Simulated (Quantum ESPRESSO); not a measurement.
## Variants of one calculation on MnO (Fm-3m, 2 atoms in the cell)

```
CELL_PARAMETERS angstrom
      0.00000     2.18099     2.18099
      2.18099     0.00000     2.18099
      2.18099     2.18099     0.00000
ATOMIC_POSITIONS crystal
  Mn 0.00000 0.00000 0.00000
  O  0.50000 0.50000 0.50000
```
Moments meant for the start (each program seeds them in its own way; μB, in the order of the atoms Mn O): 4.0 0.0.

Base run A: Quantum ESPRESSO 7.5 with PBEsol, SSSP 1.1.2 precision (PBE) pseudopotentials, self-consistent single point.

Its settings: ecutwfc = 65 Ry; ecutrho = 520 Ry; occupations = smearing; smearing = fermi-dirac; degauss = 0.0073499 Ry; nspin = 2; input_dft = pbesol; potentials = {Mn: mn_pbe_v1.5.uspp.F.UPF, O: O.pbe-n-kjpaw_psl.0.1.UPF}; K_POINTS = automatic 7 7 7 1 1 1; conv_thr = 1e-11 Ry; mixing_beta = 0.4.

The starting cell comes from a database of computed structures (which also holds hypothetical and non-ambient phases and stackings), without a prior relaxation at this level. Its lattice was rescaled by a random factor within 2.5 % of one. With one magnetic atom in the cell only a parallel order is possible.

ΔF is the free energy per atom less that of run A. A dash stands where there is no value to compare (another energy zero or no entropy term, no result, no spin, no clean gap, or a mesh too coarse for one). Absolute energies have different zeros for different potentials, functionals, Hubbard and dispersion terms and are not compared across them.

```csv
run,change,ΔF (meV/atom),pressure (GPa),size of the net moment (μB/atom)
A,base,0.00,-2.19,2.28
B,ecutwfc: 65 Ry → 46 Ry; ecutrho: 520 Ry → 368 Ry,8.8,-2.31,2.28
C,conv_thr: 1e-11 Ry → 7.3e-05 Ry,0.16,-6.38,2.28
D,vdw_corr: default → grimme-d3; dftd3_version: default → 4; dftd3_threebody: default → false [PBEsol-D3(BJ)],–,-4.80,2.28
E,input_dft: pbesol → pw91 [PW91],–,3.13,2.29
F,HUBBARD: default → ortho-atomic; U Mn-3d 2 eV [PBEsol+U],–,10.34,2.48
G,nbnd: default → 19,0.00,-2.19,2.28
H,tot_magnetization: default → 0,916.8,-36.90,0.00
I,input_dft: pbesol → b86bpbe [B86bPBE],–,7.38,2.31
```

Run H against A: The free energy goes up by 917 meV/atom, the pressure goes from -2.19 to -36.90 GPa and the size of the net moment goes from 2.28 to 0.00 μB/atom.

Run F against A: The pressure goes from -2.19 to 10.34 GPa and the size of the net moment goes from 2.28 to 2.48 μB/atom.

Runs H lost their moments and ended non-magnetic.
